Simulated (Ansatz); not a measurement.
By PBEsol, the system below comes out a metal.

```yaml
crystal:
  lattice:
    - [2.69123, 0.00000, 0.00000]
    - [0.00000, 3.80597, 0.00000]
    - [1.34561, 1.90298, 1.34561]
  atoms:
    - { symbol: Rh, position: [0.00000, 0.00000, 0.00000] }
```

The cell is taken as given; by PBEsol it stands under a pressure of -5.7 GPa.

The current flows along the normal of the first two printed cell vectors, the (110) plane of the conventional cell. No spin-orbit coupling; the value is a mean over 0.1 eV about the Fermi level.

### Question
Compute, with PBEsol in Ansatz (a program for electronic structure), the ballistic conductance per area.

### Answer
2.3 × 10¹⁵ S/m² for both spins.
